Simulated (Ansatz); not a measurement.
Results of LDA (Ansatz, a program for electronic structure, PAW) for L1₀ (CuAu-type) TiAl.

Numerical settings: plane-wave cutoff 520 eV, 20×20×14 k mesh (along the axes of the cell as run), Fermi–Dirac smearing 0.05 eV, no spin polarisation, scalar-relativistic PAW data made under PBE.

Starting structure:

```yaml
crystal:
  lattice:
    - [2.83000, 0.00000, 0.00000]
    - [0.00000, 2.83000, 0.00000]
    - [0.00000, 0.00000, 4.07000]
  atoms:
    - { symbol: Ti, position: [0.00000, 0.00000, 0.00000] }
    - { symbol: Al, position: [0.50000, 0.50000, 0.50000] }
```

Q: Into what structure does the relaxation of cell and atoms lead at this level, with the symmetry of the start kept?

A: The volume drops by 6.1 %; final space group P4/mmm.
```yaml
crystal:
  lattice:
    - [2.76501, 0.00000, 0.00000]
    - [0.00000, 2.76501, 0.00000]
    - [0.00000, 0.00000, 4.00235]
  atoms:
    - { symbol: Ti, position: [0.00000, 0.00000, 0.00000] }
    - { symbol: Al, position: [0.50000, 0.50000, 0.50000] }
```
